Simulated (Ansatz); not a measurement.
## MoRu3 (model structure, started from the Cu3Au type, Pm-3m, No. 221, 4 atoms in the cell)

Level of theory: LDA (plane waves, PAW; Ansatz, a program for electronic structure).

Run with plane-wave cutoff 520 eV, 14×14×14 k mesh, Fermi–Dirac smearing 0.05 eV, no spin polarisation, scalar-relativistic PAW data made under PBE.

Cell (relaxed at this level):

```xyz
4
Lattice="3.7865 0.0000 0.0000 0.0000 3.7865 0.0000 0.0000 0.0000 3.7865" Properties=species:S:1:pos:R:3 pbc="T T T"
Ru     0.0000     1.8933     1.8933
Ru     1.8933     1.8933     0.0000
Ru     1.8933     0.0000     1.8933
Mo     0.0000     0.0000     0.0000
```

```yaml
bulk_modulus: 344 GPa
```

Note: the run has no spin polarisation, so it can have missed a magnetic state; the bulk modulus is −V dP/dV from two relaxed cells at ±2 % in volume; the relaxation could raise the start's symmetry but not lower it, so the cell can be a saddle point.

A model structure was made by putting elements into a prototype or built by hand; it is no filed structure, need not be a known phase, and can be a saddle point held by its symmetry.
